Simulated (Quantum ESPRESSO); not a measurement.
**Several settings converged on FeAuO2 (R3m, 4 atoms in the cell)**

```
FeAuO2
1.0
    1.51854     0.87673     6.14904
   -1.51854     0.87673     6.14904
    0.00000    -1.75346     6.14904
Fe Au O
1 1 2
Direct
  0.00271   0.00271   0.00271
  0.50000   0.50000   0.50000
  0.38897   0.38897   0.38897
  0.61103   0.61103   0.61103
```
Moments meant for the start (each program seeds them in its own way; μB, in the order of the atoms Fe Au O O): 4.0 0.0 0.0 0.0.

Base method: PBEsol+U, PSlibrary PAW (PBE) pseudopotentials (plane waves; Quantum ESPRESSO).

Base settings: ecutwfc = 55 Ry; ecutrho = 495 Ry; occupations = smearing; smearing = fermi-dirac; degauss = 0.0036749 Ry; nspin = 2; input_dft = pbesol; K_POINTS = automatic 4 4 4 0 0 0; HUBBARD = ortho-atomic; U Fe-3d 5.3 eV; conv_thr = 1e-11 Ry.

The count of work is k-points × plane waves × bands × iterations; it is no time. 

**The k-point mesh**

Only quantities that move along the ladder and can be compared are tabulated.

```tsv
K_POINTS	free energy less the last step's (meV/atom)	pressure (GPa)	largest difference of a force vector from the last step's (eV/Å)	count of work / last
automatic 2 2 2 0 0 0	567.26	18.38	0.506	0.075
automatic 3 3 3 0 0 0	-42.56	-0.12	0.155	0.092
automatic 4 4 4 0 0 0	23.58	3.24	0.060	0.20
automatic 6 6 6 0 0 0	1.85	2.19	0.010	0.49
automatic 8 8 8 0 0 0	0.00	2.03	0.000	1.0
```

Coarsest K_POINTS that holds the forces within 0.02 eV/Å: not settled: the last two steps still differ by 0.010 eV/Å, over half the tolerance, so the ladder does not show it.

Coarsest K_POINTS that holds the pressure within 0.5 GPa of the last step, with all finer ones: automatic 6 6 6 0 0 0; the step before is off by 1.2 GPa.

Coarsest K_POINTS that holds the free energy within 5 meV/atom of the last step, with all finer ones: automatic 6 6 6 0 0 0; the step before is off by 24 meV/atom.

**The SCF threshold**

The mesh stays at the base's, so the ladder's end is converged at best in this setting alone.

Only quantities that move along the ladder and can be compared are tabulated; the gap is left out on so coarse a mesh.

| conv_thr | free energy less the last step's (meV/atom) | largest difference of a force vector from the last step's (eV/Å) | count of work / last |
|---|---|---|---|
| 0.0073 Ry | 2.87 | 0.194 | 0.38 |
| 7.3e-05 Ry | 0.06 | 0.089 | 0.48 |
| 1e-11 Ry | 0.00 | 0.000 | 0.86 |
| 7.3e-14 Ry | 0.00 | 0.000 | 1.0 |

Coarsest conv_thr that holds the free energy within 0.5 meV/atom of the last step, with all finer ones: 7.3e-05 Ry; the step before is off by 2.9 meV/atom.

Coarsest conv_thr that holds the forces within 0.005 eV/Å of the last step, with all finer ones: 1e-11 Ry; the step before is off by 0.089 eV/Å.

On the base run: the starting cell comes from a database of computed structures (which also holds hypothetical and non-ambient phases and stackings), without a prior relaxation at this level. Its lattice was rescaled by up to half a per cent. One atom was moved a little off its site on purpose. With one magnetic atom in the cell only a parallel order is possible. With U or open f shells several self-consistent states can exist. In the base run, with a pressure of about 3 GPa the cell is away from its equilibrium volume at this level.
